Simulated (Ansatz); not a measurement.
**How the smallest direct gap on the k points sampled of AlN (Fm-3m, No. 225; start mp-1330; another space group than a measured phase of this formula) moves with the method**

No measured value is used here.

### Question
Put these levels in order of the smallest direct gap on the k points sampled that they give for AlN (Fm-3m, No. 225; start mp-1330; another space group than a measured phase of this formula), smallest first: G0W0@HSE06 (Ansatz, an electronic-structure program), LDA (Ansatz), PBE0 (Ansatz), r²SCAN (Ansatz), r²SCAN0 (Ansatz).

### Answer
LDA (5.73 eV), r²SCAN (6.45 eV), PBE0 (7.92 eV), G0W0@HSE06 (8.12 eV), r²SCAN0 (8.42 eV)

Computed values are for a static lattice.  A ± on a computed value is a rough bar: the spread of its extrapolation, a floor set from checks against published values, or a statistical error. G0W0@HSE06: GW on a hybrid start was not checked against another program. Values are at the PBEsol cell. Cutoffs and k meshes differ between the levels. Ansatz's density-functional and Hartree–Fock values are scalar-relativistic unless marked +SOC, with PAW data made under PBE.

A start named mp-… is a Materials Project structure, which can be a computed phase never made.
